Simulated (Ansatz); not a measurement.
The starting structures come from a database of crystals and need not be the phases stable at ambient conditions.

By PBEsol, the system below comes out a metal.

The ballistic (Sharvin) conductance counts the channels at the Fermi level: G/A = (e²/h) × channels of both spins per area.

```
NiSi
1.0
    4.41362     0.00000     0.00000
    0.00000     4.41362     0.00000
    0.00000     0.00000     4.41362
Si Ni
4 4
Direct
  0.34683   0.84683   0.34683
  0.15317   0.15317   0.84683
  0.84683   0.65317   0.65317
  0.65317   0.34683   0.15317
  0.64950   0.14950   0.64950
  0.85050   0.85050   0.14950
  0.14950   0.35050   0.35050
  0.35050   0.64950   0.85050
```

Space group of this cell: P2_13. The cell is strained (all lengths scaled by 0.98); by PBEsol its mean pressure is 8.0 GPa.

The current flows along the normal of the first two printed cell vectors, the (001) plane of the conventional cell. No spin-orbit coupling; the value is a mean over 0.1 eV about the Fermi level.

**Question.** State the ballistic conductance per area according to PBEsol run with Ansatz (a quantum-chemistry and plane-wave program).

**Answer.** 0.34 × 10¹⁵ S/m² for both spins.
